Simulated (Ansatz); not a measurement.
Base system: Ag in the fcc (Cu type) structure (space group Fm-3m, No. 225; a = 4.001 Å; relaxed with 0.1 eV smearing). Axes: x, y, z lie along the cube axes.

The values are results of LDA/PAW in Ansatz (a first-principles code), no SOC, not measurements.

For the base:

| Property | Result |
|---|---|
| Volume per atom | 16.01 Å³ |

It is then changed as follows: biaxial strain +1.00 %, plane normal [001], relaxed out of plane (Cartesian); in-plane vectors clamped, the third vector and the atoms free.

**Question.** Estimate the effect on the energy relative to the base, in-plane stress and volume per atom.

**Answer.** The energy rises by 1.0 meV/atom; the mean in-plane stress (compression positive) comes out as -1.0 GPa; the volume per atom goes up by 0.08 Å³ to 16.09 Å³.

Whether these cells are dynamically stable was not tested.
